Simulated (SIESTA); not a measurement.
Input and output of a self-consistent single point for PtSe2 (P-3m1, 3 atoms in the cell) (SIESTA).

Method: GGA PBE, numerical atomic orbitals TZP, PseudoDojo PBE standard norm-conserving potentials (rewritten from UPF to PSML) (SIESTA).

The change in words: lattice scaled by 0.98. Reference geometry:
```
PtSe2
1.0
    1.81875    -3.15016     0.00000
    1.81875     3.15016     0.00000
    0.00000     0.00000     4.95402
Pt Se
1 2
Direct
  0.00000   0.00000   0.00000
  0.33333   0.66667   0.25500
  0.66667   0.33333   0.74500
```

Reference input (self-consistent single point, DFT, GGA PBE, numerical atomic orbitals TZP, PseudoDojo PBE standard norm-conserving potentials (rewritten from UPF to PSML)): XC.functional = GGA; XC.authors = PBE; potentials = PseudoDojo PBE standard; PAO.BasisSize = TZP; PAO.EnergyShift = 0.01 Ry; MeshCutoff = 400 Ry; kgrid.MonkhorstPack = 8 8 5; OccupationFunction = FD; ElectronicTemperature = 0.02 eV; MaxSCFIterations = 150; SCF.Mixer.Method = Pulay; SCF.Mixer.Weight = 0.25. This run's input differs from it in these lines:

```diff
@@ -12,5 +12,5 @@
 %block LatticeVectors
-     1.818748000   -3.150164000    0.000000000
-     1.818748000    3.150164000    0.000000000
-     0.000000000    0.000000000    4.954016000
+     1.782373000   -3.087161000    0.000000000
+     1.782373000    3.087161000    0.000000000
+     0.000000000    0.000000000    4.854936000
 %endblock LatticeVectors
@@ -19,4 +19,4 @@
      0.000000000    0.000000000    0.000000000  1
-     1.818748000    1.050054688    1.263274080  2
-     1.818748000   -1.050054688    3.690741920  2
+     1.782373000    1.029053687    1.238008680  2
+     1.782373000   -1.029053687    3.616927320  2
 %endblock AtomicCoordinatesAndAtomicSpecies
```

Output (repeated stretches shortened):

```
        iscf     Eharris(eV)        E_KS(eV)     FreeEng(eV)     dDmax    Ef(eV) dHmax(eV)
   scf:    1   -10089.371156   -10132.156342   -10132.156342  1.866662 -0.397713 24.179181
   scf:    2   -10148.774053   -10147.347020   -10147.348281  0.423284 -1.791790  2.017073
   scf:    3   -10147.560948   -10147.495836   -10147.496916  0.043968 -1.781750  1.102882
   scf:    4   -10147.553091   -10147.529597   -10147.530644  0.091201 -1.981847  0.057772
   scf:    5   -10147.530142   -10147.529935   -10147.530961  0.002304 -1.989722  0.032886
   scf:    6   -10147.529990   -10147.529970   -10147.530994  0.001052 -1.987509  0.006787
   scf:    7   -10147.529991   -10147.529981   -10147.530999  0.001066 -1.987107  0.001788
   scf:    8   -10147.529981   -10147.529981   -10147.530999  0.000051 -1.987288  0.000356
   scf:    9   -10147.529981   -10147.529981   -10147.530999  0.000037 -1.987250  0.000026
   scf:   10   -10147.529981   -10147.529981   -10147.530999  0.000001 -1.987251  0.000017
SCF Convergence by DM+H criterion
max |DM_out - DM_in|         :     0.0000007198
max |H_out - H_in|      (eV) :     0.0000171737
SCF cycle converged after 10 iterations

Using DM_out to compute the final energy and forces

siesta: E_KS(eV) =           -10147.5300

siesta: E_KS - E_eggbox =    -10147.5300

siesta: Atomic forces (eV/Ang):
     1    0.000000   -0.000000   -0.000000
     2   -0.000000    0.000171    2.884762
     3   -0.000000   -0.000171   -2.884762
   Tot    0.000000    0.000000   -0.000000
   Max    2.884762
   Res    1.359890    sqrt( Sum f_i^2 / 3N )
   Max    2.884762    constrained

Stress tensor Voigt[x,y,z,yz,xz,xy] (kbar):     -400.86     -401.83     -310.78       -0.01       -0.00       -0.00
(Free)E + p*V (eV/cell)   -10135.1539
Target enthalpy (eV/cell)   -10147.5310

   [... lines left out ...]
siesta: FreeEng =    -10147.530999
   [... lines left out ...]
siesta:    -0.250198   -0.000000    0.000000
siesta:    -0.000000   -0.250804   -0.000007
siesta:    -0.000000   -0.000007   -0.193971

siesta: Cell volume =         53.428303 Ang**3

siesta: Pressure (static):
siesta:                Solid            Molecule  Units
siesta:           0.00252307          0.00298936  Ry/Bohr**3
siesta:           0.23165788          0.27447079  eV/Ang**3
siesta:         371.15684714        439.75067925  kBar
```

The run converged in 10 iterations. Against the reference run the free energy goes up by 207 meV/atom, the pressure goes from 23.04 to 37.12 GPa and the largest force goes from 1.765 to 2.885 eV/Å.

The starting cell has typed, rounded lattice constants, without a prior relaxation at this level. Its lattice was rescaled by a random factor within 2.5 % of one. For this run, on top of that: lattice scaled by 0.98. Spin polarisation is off. Values carry the incompleteness of an atom-centred basis. With a pressure of about 37 GPa the cell is away from its equilibrium volume at this level. Forces in this geometry exceed 1 eV/Å.
